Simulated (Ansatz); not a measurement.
Pressure series in La2O3

Consider La$_{2}$O$_{3}$ (space group P-3m1, No. 164; a = 3.9404 Å, c = 6.1883 Å).

Cell and atoms are relaxed at each pressure.

The values are results of Ansatz (an electronic-structure program), PBE, PAW, cutoff 420 eV, no spin-orbit coupling, earlier PAW set, not measurements.

Candidates:
(a) pressure 100 GPa
(b) pressure 7 GPa
(c) pressure 30 GPa
(d) pressure 3 GPa

Before the change:

```
Property   Value
---------  -----
c/a ratio  1.570
```

Question: Order them by c/a ratio, lowest first.

Answer: (a) pressure 100 GPa (1.321), (c) pressure 30 GPa (1.410), (b) pressure 7 GPa (1.529), (d) pressure 3 GPa (1.553)

Load acts through the strain it causes; cell and atoms are relaxed under it. Stability against distortions was not tested. Competing high-pressure phases were not computed.
